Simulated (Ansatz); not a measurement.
# GeS2 in the 2H-MoS2 type structure (space group P6_3/mmc, No. 194; a hypothetical phase, not in the database extracts checked; layered, stacked along the Cartesian z axis)

Space group P6₃/mmc (No. 194); a = b = 3.3822 Å, c = 10.3908 Å, α = β = 90.00°, γ = 120.00°

```tsv
atom	site	symmetry	x	y	z
Ge	2c	-6m2	0.3333	0.6667	0.2500
S	4f	3m.	0.6667	0.3333	0.1032
```

The values are results of PBEsol-D3(BJ) (Ansatz, a quantum-chemistry and plane-wave program; PAW; 420 eV plane waves; without spin-orbit coupling), earlier PAW set, not measurements. Settings: 16×16×5 k-points, 0.05 eV Fermi–Dirac smearing.

- Volume per atom: 17.16 Å³
- Density: 4.41 g/cm³
- Band gap: zero
- Total energy: -2008.016 eV/atom (σ→0; compares only within this code and set-up)

Whether these cells are dynamically stable was not tested. All final runs are without spin polarisation.
